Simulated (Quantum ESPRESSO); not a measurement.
**Quick settings and what they miss: Ti₃O₄ (I4/mmm, 7 atoms in the cell)**

Self-consistent single point.

```xyz
7
Lattice="-2.0756 2.0756 4.1084 2.0756 -2.0756 4.1084 2.0756 2.0756 -4.1084" Properties=species:S:1:pos:R:3 pbc="T T T"
Ti     2.0756     0.0000     2.0542
Ti     0.0000     2.0756     2.0542
Ti     0.0000     0.0000     4.1084
O      2.0756     0.0000     0.0000
O      0.0000     2.0756     0.0000
O      0.0000     0.0000     2.0059
O      0.0000     0.0000     6.2108
```

Level of theory: LDA (PZ), GBRV 1.5 ultrasoft (LDA) pseudopotentials (plane waves; Quantum ESPRESSO 7.5).

Base settings: ecutwfc = 50 Ry; ecutrho = 400 Ry; occupations = smearing; smearing = marzari-vanderbilt; degauss = 0.0073499 Ry; potentials = {Ti: ti_lda_v1.4.uspp.F.UPF, O: o_lda_v1.2.uspp.F.UPF}; K_POINTS = automatic 9 9 9 0 0 0; conv_thr = 1e-10 Ry; mixing_beta = 0.4.

Tight run (finer mesh or higher cutoff; not a proven limit): ecutwfc: 50 Ry → 70 Ry; ecutrho: 400 Ry → 560 Ry; conv_thr: 1e-10 Ry → 7.3e-11 Ry; K_POINTS: automatic 9 9 9 0 0 0 → automatic 13 13 13 0 0 0. It gave Fermi level (on the code's own zero) 14.12 eV; pressure -14.93 GPa; largest force (vector length) 0.284 eV/Å.

Quick runs, as changes from the base:
- A: the base itself
- B: ecutwfc: 50 Ry → 30 Ry; ecutrho: 400 Ry → 240 Ry; K_POINTS: automatic 9 9 9 0 0 0 → automatic 6 6 6 0 0 0
- C: ecutwfc: 50 Ry → 30 Ry; ecutrho: 400 Ry → 240 Ry; conv_thr: 1e-10 Ry → 7.3e-06 Ry; K_POINTS: automatic 9 9 9 0 0 0 → automatic 3 3 3 0 0 0
- D: ecutwfc: 50 Ry → 30 Ry; ecutrho: 400 Ry → 240 Ry; K_POINTS: automatic 9 9 9 0 0 0 → automatic 1 1 1 1 1 1
- E: ecutwfc: 50 Ry → 25 Ry; ecutrho: 400 Ry → 200 Ry; degauss: 0.0073499 Ry → 0.019992 Ry; conv_thr: 1e-10 Ry → 7.3e-05 Ry; K_POINTS: automatic 9 9 9 0 0 0 → automatic 2 2 2 1 1 1
- F: ecutwfc: 50 Ry → 25 Ry; ecutrho: 400 Ry → 200 Ry; degauss: 0.0073499 Ry → 0.019992 Ry; K_POINTS: automatic 9 9 9 0 0 0 → automatic 8 8 8 0 0 0

Energies are extrapolated to zero smearing width, which holds to low order in the width alone (under cold and Methfessel-Paxton smearing the free energy itself is taken).

Dashes: pressure of C, E, not trusted under this conv_thr with d or f elements; time of C, D, E, under 30 s.

The count of work is k-points × plane waves × bands × iterations; it is no time. Core times come from one kind of shared machine and are given to one figure; runs under 30 s give none.

The starting cell comes from a database of computed structures (which also holds hypothetical and non-ambient phases and stackings), without a prior relaxation at this level. Its lattice was rescaled by a random factor within 2.5 % of one. Spin polarisation is off, so a magnetic state, if there is one, cannot be reached. In the base run, with a pressure of about -15 GPa the cell is away from its equilibrium volume at this level.

```tsv
run	energy less tight (meV/atom)	pressure less tight (GPa)	largest miss in a force vector (eV/Å)	count of work / tight	core time / tight (rough)
A	4.8	-0.13	0.028	0.28	0.3
B	79.1	-9.20	0.007	0.041	0.05
C	130.0	–	0.087	0.0051	–
D	1500.0	15.93	1.962	0.0022	–
E	539.7	–	0.014	0.0022	–
F	461.2	-39.61	0.071	0.069	0.06
```

Among the runs at the tight run's level, the energy misses run from 4.8 to 1500.0 meV/atom.
